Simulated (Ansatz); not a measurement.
ScAg2 (I4/mmm, No. 139; cell taken from a computed entry) was calculated with PBEsol (plane waves, PAW; Ansatz, a quantum-chemistry and plane-wave program).

Excerpt of the program's output:

```
Relaxation: its limit of steps is 80 (relax.max_steps)
Crystal: 3 atoms, lattice volume = 55.111 Å³
Basis set: ecut = 520 eV, 1517 PW (Γ), FFT grids on a1+a3, a2+a3, a3, exchange–correlation on 54×54×80 points (8 copies of the dense FFT grid, shifted against one another)
Bands: 30, of which v1, the nominal top of the filled ones, is band 25 counted from 1 (24 counted from 0)
Symmetry: 16 space group operations
Space group: I4/mmm (ITA 139), of the structure as read, at distance tolerance 3.8e-5 Å
k-points: 834 of 10648
Initial density: superposition of atomic densities (chi_scale 0.1, normalization cell, long waves kept (reshape's long-wave potential 0.00 eV rms))
Functional: x = pbesol(κ = 0.804, μ = 0.12345679012345678), c = pbesol(β = 0.046)
SCF iter   1: F=—  HF=-17161.463758 eV  |F-HF|=—  |Δ(HF+E_count)|=         —  Δρ=1.89e-1  dr2=3.17e1
SCF iter   2: F=—  HF=-17158.404552 eV  |F-HF|=—  |Δ(HF+E_count)|=    3.06e0  Δρ=8.77e-2  dr2=8.50e0
  ...
SCF 1 converged in 9 iterations: F = -17157.005539 eV  dr2 = 6.08e-9
Crystal: 3 atoms, lattice volume = 55.111 Å³
Initial density: handed on by an earlier stage of this run
SCF 2 converged in 5 iterations: F = -17157.005587 eV  dr2 = 2.65e-9
Crystal: 3 atoms, lattice volume = 55.111 Å³
SCF 3 converged in 5 iterations: F = -17157.005590 eV  dr2 = 2.45e-10
Crystal: 3 atoms, lattice volume = 55.111 Å³
SCF iter   4: F=—  HF=-17157.005589 eV  |F-HF|=—  |Δ(HF+E_count)|=  1.46e-11  Δρ=1.35e-7  dr2=7.43e-12
SCF iter   5: F=-17157.005589 eV  HF=-17157.005589 eV  |F-HF|=3.64e-12  |Δ(HF+E_count)|=  3.64e-12  Δρ=3.11e-8  dr2=4.01e-13
SCF 4 converged in 5 iterations: F = -17157.005589 eV  dr2 = 4.01e-13
SCF converged after 5 iterations
Free energy (F): -17157.005589 eV
Internal energy: -17156.995995 eV  (E = F + TS)
E sigma→0 (E₀):  -17157.000792 eV
Fermi energy:    15.003825 eV
--- Forces (eV/Å), atoms counted from 1 ---
  atom   1  Sc     0.00000000     0.00000000    -0.00000000
  atom   2  Ag    -0.00000000    -0.00000000    -0.00050568
  atom   3  Ag     0.00000000    -0.00000000     0.00050568
--- Stress (GPa, compression-positive) ---
       -1.973055       0.000000      -0.000000
        0.000000      -1.973055      -0.000000
        0.000000       0.000000      -1.970041
  P = ⅓ Tr σ = -1.9721 GPa (-19.721 kbar)
```

### Question
Write an input file that could have produced this run (the log leaves some choices open).

### Answer
One answer among several that fit: 
Ansatz 0.2 input:
```yaml
crystal:
  lattice:
    - [-1.762897438, 1.762897438, 4.4332591136]
    - [1.762897438, -1.762897438, 4.4332591136]
    - [1.762897438, 1.762897438, -4.4332591136]
  atoms:
    - { symbol: Sc, position: [0.0, 0.0, 0.0] }
    - { symbol: Ag, position: [0.6668761044, 0.6668761044, 0.0] }
    - { symbol: Ag, position: [0.3331238956, 0.3331238956, 0.0] }
basis:
  ecutwfc: 520
  ecutrho_ratio: 4
  xc_grid: 2
kpoints:
  mp_grid: { grid: [22, 22, 22] }
hamiltonian:
  xc: pbesol
  dispersion: none
  pseudopotentials: { azcp: { folder: ./paw }, kind: paw }
scf:
  occupations: { method: fermi_dirac, width: 0.05 }
output:
  forces: true
  stress: true
  eigenvalues: true
relax:
  f_tol: 0.004
  escape_saddle: false
  max_steps: 80
  cell: { stress_tol: 0.02, fix: [volume] }
```

The cell is one volume of an energy–volume scan, off the minimum.

The PAW data were made under PBE.

Note: the relaxation could not lower the start's symmetry, so the cell can be a saddle point above a distorted one.
